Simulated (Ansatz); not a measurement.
Results of HSE06 (plane waves, PAW; Ansatz, a first-principles code) for Tl3AsS4 (Pnma, No. 62).

Settings: plane-wave cutoff 460 eV, 4×2×4 k mesh (along the axes of the cell as run), Fermi–Dirac smearing 0.01 eV, scalar-relativistic PAW data made under PBE.

Cell (measured lattice):

Space group Pnma (No. 62); a = 8.8940 Å, b = 10.8550 Å, c = 9.0790 Å, α = 90.00°, β = 90.00°, γ = 90.00°

| atom | site | symmetry | x | y | z |
|---|---|---|---|---|---|
| Tl | 8d | 1 | 0.0612 | 0.0494 | 0.1958 |
| Tl | 4c | .m. | 0.1163 | 0.7500 | 0.3906 |
| As | 4c | .m. | 0.2807 | 0.2500 | 0.4744 |
| S | 4c | .m. | 0.3060 | 0.2500 | 0.2338 |
| S | 4c | .m. | 0.0040 | 0.2500 | 0.9320 |
| S | 8d | 1 | 0.1557 | 0.0869 | 0.5354 |

**Question.** Give the computed band gap, smallest direct gap on the k points sampled and Γ–Γ gap.

**Answer.** 
- band gap = 2.26 eV (on the SCF k mesh)
- smallest direct gap on the k points sampled = 2.29 eV
- Γ–Γ gap = 2.33 eV

Measured, for comparison: band gap 2.06 ± 0.1 eV (temperature not stated, no zero-point or thermal correction, crystals; values from its Ref. 18; as tabulated in Spesyvykh et al. (2024), doi:10.15330/pcss.25.4.795-800).

Note: cell and atoms aren't relaxed at this level (largest force component 0.18 eV/Å, pressure 1.1 GPa).

Spin–orbit coupling is not included; with these elements it can move the gap by several tenths of an eV or more.

The computed numbers hold no vibrational or temperature effects.

Cost on a shared machine: very roughly 5 core-hours.
